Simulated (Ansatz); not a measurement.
O on the 1x1 (0001) surface of hcp Co, ferromagnetic, one in a 1x1 cell, energies for each (5.4 Å²). Energies are against ½ O2(g), without zero-point or thermal terms; each row is named by its start.

Calculation: PBE (plane waves to 420 eV, PAW; Ansatz, an electronic-structure program).

Slab: 5 atoms, 6.0 Å thick at the start under the adsorbate (thin: gaps and levels are the slab's own); k 14x14x1, smearing 0.1 eV, dipole-corrected; 2 atoms held, the rest relaxed; each run with such symmetry as its start has; spin-polarised, no spin-orbit, no U, no dispersion correction.

A negative adsorption energy means that the adsorbate is more stable on the surface than in its reference. Heights count from the host atoms within 0.3 Å of the top one.

```json
[
 {"starting site": "top Co", "E_ads (eV)": "-0.05", "height (Å)": "1.62", "nearest host atom (Å)": "Co 1.62", "bonded to": "Co", "Δ work function (eV)": "2.95", "lateral drift (Å)": "0.0", "moment (μB)": "5.7"},
 {"starting site": "hollow Co-Co-Co", "E_ads (eV)": "-1.60", "height (Å)": "1.05", "nearest host atom (Å)": "Co 1.78", "bonded to": "3 Co", "Δ work function (eV)": "1.77", "lateral drift (Å)": "0.0", "moment (μB)": "5.1"},
 {"starting site": "hollow Co-Co-Co over Co at depth 2.0 Å", "E_ads (eV)": "-1.61", "height (Å)": "1.05", "nearest host atom (Å)": "Co 1.78", "bonded to": "3 Co", "Δ work function (eV)": "1.63", "lateral drift (Å)": "0.0", "moment (μB)": "5.3"},
 {"starting site": "bridge Co-Co (span 2.5 Å)", "E_ads (eV)": "-1.61", "height (Å)": "1.05", "nearest host atom (Å)": "Co 1.78", "bonded to": "3 Co", "Δ work function (eV)": "1.63", "lateral drift (Å)": "0.7", "moment (μB)": "5.3"}
]
```
